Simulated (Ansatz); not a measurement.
```xyz
2
Lattice="4.0543 0.0000 0.0000 0.0000 4.0543 0.0000 2.0271 -2.0271 2.8169" Properties=species:S:1:pos:R:3 pbc="T T T"
Ge     0.0000     0.0000     0.0000
Ge     4.0543     2.0271     1.4085
```

No spin polarisation.

The values are results of Ansatz (an electronic-structure program), r2SCAN, PAW, cutoff 500 eV, spin-orbit coupling left out, not measurements. k-mesh 10×10×10 (Γ-centred); smearing 0.05 eV (Fermi–Dirac).

Problem. Predict the valence-band top at Γ and band gap.

Solution. The valence-band top at Γ (three highest levels, from the VBM) is 0.00, -0.14, -0.14 eV and the band gap is 0.13 eV.

The cells carry an imposed strain or load. Whether these cells are dynamically stable was not tested. The cell was made from Ge in the diamond structure (space group Fd-3m, No. 227) by this change: biaxial strain +1.04 %, plane normal [001], relaxed out of plane. A zero or small gap of Ge under biaxial strain +1.04 %, plane normal [001], relaxed out of plane can be the functional's error rather than a property of the material.
